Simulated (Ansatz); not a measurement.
Start from BeS in the zinc blende structure (space group F-43m, No. 216; a = 4.838 Å). Axes: x, y, z lie along the cube axes.

The values are results of plane-wave PAW DFT at the PBEsol level (Ansatz, a quantum-chemistry and plane-wave program, 420 eV), spin-orbit coupling left out, not measurements.

It is then changed as follows: the cell is stretched by 1.00 % along z with no lateral relaxation; the atoms relax in the strained cell.

**Question.** Predict the stress tensor and what it implies for the stiffness.

**Answer.** Stress of the strained cell less that of the base (GPa, compression positive):
```
  -0.63    0.00    0.00
   0.00   -0.63    0.00
   0.00    0.00   -1.59
```

Then −Δσ_ii/ε with ε = 0.0100 gives relaxed-ion elastic constants: C33 ≈ 159 GPa, C13 ≈ 63 GPa and C23 ≈ 63 GPa.

Whether these cells are dynamically stable was not tested.
